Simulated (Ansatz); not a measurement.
The starting structures come from a database of crystals and need not be the phases stable at ambient conditions.

Tunnelling through a barrier is set by its complex band structure: the current falls as exp(−2κd) with the smallest κ.

Consider the following.

```xyz
6
Lattice="6.6703 0.0000 0.0000 3.3352 7.0328 0.0004 3.3352 -0.5273 1.8519" Properties=species:S:1:pos:R:3 pbc="T T T"
Ca     2.2234     1.2086     0.3441
Ca    11.1172     5.2969     1.5082
H      8.8938     5.5325     1.5753
H      4.4469     0.9730     0.2770
H      0.0000     0.0000     0.0000
Br     6.6703     3.2527     0.9262
```

Space group of this cell: P-3m1. The cell was relaxed by PBE-D3(BJ); by r2SCAN its mean pressure is 1.7 GPa.

Transport runs along the normal of the first two printed cell vectors, the (111) plane of the conventional cell.

The gap is the functional's own. No spin-orbit coupling. Mid-gap values are interpolated on the energy grid.

### Question
Estimate the band gap and the smallest decay constant κ at mid-gap that r2SCAN (Ansatz, a first-principles code) returns for this system.

### Answer
Gap 2.12 eV on a 16×16×16 mesh; κ = 0.168 1/Å, at (0.000, 0.500) of the in-plane reciprocal vectors. At the zone centre, at the nearest computed energy, the slowest state has κ = 0.28 1/Å.
